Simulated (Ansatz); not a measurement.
## Response to strain in C

Base system: C in the graphite type structure (space group P6_3/mmc, No. 194; a = 2.458 Å, c = 6.563 Å; layered, stacked along the Cartesian z axis). Axes: x lies along a and z along c of the hexagonal cell.

Strains are applied to the cell and any free atomic positions relax; under biaxial strain the out-of-plane vector relaxes too.

Computed with Ansatz (a first-principles code) PBEsol-D3(BJ), spin-orbit coupling left out.

Notes on the quantities. pressure: mean of the normal stresses, compression positive.

```json
[
 {"variant": "base", "volume per atom": "8.59 Å³", "pressure": "0.0 GPa", "space group": "P6_3/mmc (No. 194)"},
 {"variant": "biaxial strain −3.41 %, plane normal [001], relaxed out of plane", "volume per atom": "(withheld)", "pressure": "36.5 GPa", "space group": "P6_3/mmc (No. 194)"},
 {"variant": "biaxial strain +3.73 %, plane normal [001], relaxed out of plane", "volume per atom": "9.30 Å³", "pressure": "-27.5 GPa", "space group": "P6_3/mmc (No. 194)"},
 {"variant": "biaxial strain +4.90 %, plane normal [001], relaxed out of plane", "volume per atom": "9.53 Å³", "pressure": "(withheld)", "space group": "P6_3/mmc (No. 194)"},
 {"variant": "isotropic strain −5.18 %", "volume per atom": "7.32 Å³", "pressure": "62.8 GPa", "space group": "P6_3/mmc (No. 194)"},
 {"variant": "isotropic strain +0.59 %", "volume per atom": "8.74 Å³", "pressure": "-5.2 GPa", "space group": "P6_3/mmc (No. 194)"},
 {"variant": "isotropic strain +1.20 %", "volume per atom": "8.90 Å³", "pressure": "-10.1 GPa", "space group": "P6_3/mmc (No. 194)"},
 {"variant": "uniaxial strain ε_xx = −1.28 %", "volume per atom": "8.48 Å³", "pressure": "6.0 GPa", "space group": "Cmcm (No. 63)"},
 {"variant": "uniaxial strain ε_xx = +1.01 %", "volume per atom": "8.67 Å³", "pressure": "(withheld)", "space group": "Cmcm (No. 63)"},
 {"variant": "uniaxial strain ε_xx = +5.31 %", "volume per atom": "9.04 Å³", "pressure": "-20.1 GPa", "space group": "Cmcm (No. 63)"}
]
```

Problem. Complete the table.

Solution. 
- biaxial strain −3.41 %, plane normal [001], relaxed out of plane, volume per atom: 7.99 Å³
- biaxial strain +4.90 %, plane normal [001], relaxed out of plane, pressure: -33.9 GPa
- uniaxial strain ε_xx = +1.01 %, pressure: -4.4 GPa

The mesh was chosen for an insulator and is coarse for the gapless case. Stability against distortions was not tested.
